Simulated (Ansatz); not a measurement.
The reference is Ir in the fcc (Cu type) structure (space group Fm-3m, No. 225; a = 3.8118 Å; relaxed with 0.1 eV smearing). Axes: x, y, z lie along the cube axes.

All numbers come from LDA (Ansatz, an electronic-structure program), without spin-orbit coupling.

One thing is altered: tensile biaxial strain of 2.50 % in the plane normal to [111], as in epitaxy on a mismatched substrate; the out-of-plane cell vector and the atoms relax.

**Question.** Estimate the effect on the in-plane stress and ratio −ε⊥/ε∥.

**Answer.** The mean in-plane stress (compression positive) amounts to -19.0 GPa; the ratio −ε⊥/ε∥ is 0.52.

Whether these cells are dynamically stable was not tested. All final runs are without spin polarisation.
